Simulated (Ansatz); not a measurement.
For L1₀ (CuAu-type) TiAl, revPBE in Ansatz (plane waves, PAW) gives:

```
Quantity                        Value
---------------------  --------------
lattice parameter a           2.840 Å
c axis length                 4.098 Å
enthalpy of formation  -0.401 eV/atom
```

Question: What does HSE06 (Ansatz, a program for electronic structure, plane waves, PAW) give for the same quantities?

Answer: 
- lattice constant a: 2.801 Å (drops by 1.4 %)
- lattice parameter c: 4.088 Å (decreases by 0.2 %)
- formation enthalpy: -0.451 eV/atom (moves by -0.050 eV/atom)

For comparison: lattice constant a 2.826 Å (measured, temperature not stated, no zero-point or thermal correction, P4/mmm two-atom cell, a_fct/√2; as tabulated in Zope and Mishin (2003), arXiv:cond-mat/0306298); lattice parameter c 4.077 Å (measured, temperature not stated, no zero-point or thermal correction; as tabulated in Zope and Mishin (2003), arXiv:cond-mat/0306298); formation enthalpy -0.38 eV/atom (measured, temperature not stated, no zero-point or thermal correction; as tabulated in Zope and Mishin (2003), arXiv:cond-mat/0306298).

Changes are worked out from the printed values.

Unless a cell is named, each level is at its own relaxed cell (revPBE 16.53, HSE06 16.03 Å³/atom).

The crystal itself was run without spin with revPBE, HSE06; a magnetic state was not tried in these runs.

Caveats: exact exchange on metals is sensitive to the k mesh and can open a false gap (HSE06); the run warned that the count of filled bands differs between k points (HSE06). Ansatz's density-functional and Hartree–Fock values are scalar-relativistic unless marked +SOC, with PAW data made under PBE.
